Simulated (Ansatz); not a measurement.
ZnCu2SnSe4 (space group I-4, No. 82)

```cif
data_Cu4Se8Sn2Zn2
_chemical_formula_sum 'Cu4 Zn2 Sn2 Se8'
_space_group_name_H-M_alt 'I-4'
_space_group_IT_number 82
_space_group_name_Hall 'I -4'
_cell_length_a 5.76365
_cell_length_b 5.76365
_cell_length_c 11.52595
_cell_angle_alpha 90.000
_cell_angle_beta 90.000
_cell_angle_gamma 90.000
loop_
_atom_site_label
_atom_site_type_symbol
_atom_site_symmetry_multiplicity
_atom_site_Wyckoff_symbol
_atom_site_fract_x
_atom_site_fract_y
_atom_site_fract_z
_atom_site_occupancy
Cu1 Cu 2 a 0.00000 0.00000 0.00000 1
Cu2 Cu 2 c 0.00000 0.50000 0.25000 1
Zn1 Zn 2 d 0.50000 0.00000 0.25000 1
Sn1 Sn 2 b 0.00000 0.00000 0.50000 1
Se1 Se 8 g 0.25967 0.26897 0.36977 1
```
(The calculation used a cell of 8 atoms; values per cell refer to that cell.)

Method: plane-wave PAW DFT at the PBE level (Ansatz, a first-principles code, 420 eV), no spin-orbit coupling. Settings: 8×8×8 k-points, 0.05 eV Fermi–Dirac smearing.

| Property | Result |
|---|---|
| Volume per atom | 23.93 Å³ |
| Density | 5.44 g/cm³ |
| Band gap | zero |
| Lowest conduction-band minima above the VBM | Γ 0.03 eV; X (0, 0, 1/2) 0.13 eV; M (1/2, 1/2, 1/2) 0.84 eV |
| Total energy | -5559.131 eV/atom (σ→0; compares only within this code and set-up) |

No phonon test of stability was made. The final runs are not spin-polarised. Gaps under 0.05 eV, about the width of the smearing, are given as zero. A zero or small gap of ZnCu2SnSe4 can be the functional's error rather than a property of the material.
